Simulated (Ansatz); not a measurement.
**Bi2Se3, pressure series**

Base system: Bi$_{2}$Se$_{3}$ in the Bi2Te3 type structure (space group R-3m, No. 166; a = 4.081 Å, c = 27.666 Å (hexagonal axes)).

Cell and atoms are relaxed at each pressure.

Method: PBEsol-D3(BJ) (Ansatz, a program for electronic structure; PAW; 420 eV plane waves; no spin-orbit coupling).

Two rows of this table had their results exchanged by mistake.

| pressure | volume per atom (Å³) | shortest distance (Å) | band gap |
|---|---|---|---|
| pressure −2 GPa | 27.98 | 2.852 | 0.09 eV |
| pressure −1 GPa | 19.31 | 2.691 | zero |
| pressure 18 GPa | 21.75 | 2.729 | zero |
| pressure 30 GPa | 27.19 | 2.844 | zero |
| pressure 45 GPa | 17.54 | 2.576 | zero |
| pressure 60 GPa | 16.43 | 2.506 | zero |

Q: Which two?

A: The rows for pressure −1 GPa and pressure 30 GPa: the volume has to fall steadily with pressure, so 27.19 Å³ belongs to pressure −1 GPa and 19.31 Å³ to pressure 30 GPa.

The mesh was chosen for an insulator and is coarse for the gapless case. From pressure 30 GPa on, the axis ratios lie over 15 % from the base's, so the cell there is far from its starting form. With Bi present, leaving out spin-orbit coupling can change the band edges. Load acts through the strain it causes; cell and atoms are relaxed under it. Whether these cells are dynamically stable was not tested. No other phases were tried under pressure. All final runs are without spin polarisation. Gaps under 0.05 eV, about the width of the smearing, are given as zero. A zero or small gap of Bi2Se3 can be the functional's error rather than a property of the material.
